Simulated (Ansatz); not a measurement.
## How the lattice constant a of GeSe2 (model structure, started from the anatase type, I4₁/amd, No. 141, 6 atoms in the cell) moves with the method

No measured value is used here.

**Question.** Put these levels in order of the lattice constant a that they give for GeSe2 (model structure, started from the anatase type, I4₁/amd, No. 141, 6 atoms in the cell), smallest first: PBE (Ansatz, a program for electronic structure), PBE-D3(BJ) (Ansatz), PBEsol (Ansatz).

**Answer.** PBEsol (5.425 Å), PBE-D3(BJ) (5.441 Å), PBE (5.521 Å)

PBE-D3(BJ): a distance lies near a switch of the dispersion term, which can move the cell. Ansatz's density-functional and Hartree–Fock values are scalar-relativistic unless marked +SOC, with PAW data made under PBE.

A model structure was made by putting elements into a prototype or built by hand; it is no filed structure, need not be a known phase, and can be a saddle point held by its symmetry.
